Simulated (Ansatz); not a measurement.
Base system: SrTiO$_{3}$ in the cubic perovskite structure (space group Pm-3m, No. 221).

```
CELL_PARAMETERS angstrom
      3.85418     0.00000     0.00000
      0.00000     3.85418     0.00000
      0.00000     0.00000     3.85418
ATOMIC_POSITIONS crystal
  Sr 0.00000 0.00000 0.00000
  Ti 0.50000 0.50000 0.50000
  O  0.50000 0.00000 0.50000
  O  0.00000 0.50000 0.50000
  O  0.50000 0.50000 0.00000
```

Cartesian axes are those of the cell as printed.

Method: LDA (Ansatz, a quantum-chemistry and plane-wave program), no spin-orbit coupling.

Strains are applied to the cell and any free atomic positions relax.

One change was made to it. Results:

The shortest interatomic distance is still 1.927 Å; the energy increases by 4.1 meV/atom; the smallest direct gap drops by 0.03 eV (2.17 eV → 2.14 eV).

Q: Which change produced these results?
A. uniaxial strain ε_zz = +1.80 %
B. uniaxial strain ε_zz = +0.60 %
C. uniaxial strain ε_zz = +3.00 %
D. uniaxial strain ε_zz = +1.20 %

A: A, uniaxial strain ε_zz = +1.80 %. For comparison, the energy relative to the base in the other runs: uniaxial strain ε_zz = +1.20 % gives +1.9 meV/atom; uniaxial strain ε_zz = +3.00 % gives +11 meV/atom; uniaxial strain ε_zz = +0.60 % gives +0.4 meV/atom.

No phonon test of stability was made. All final runs are without spin polarisation. Many cubic perovskites are stable only at high temperature; tilts and polar distortions were not tested.
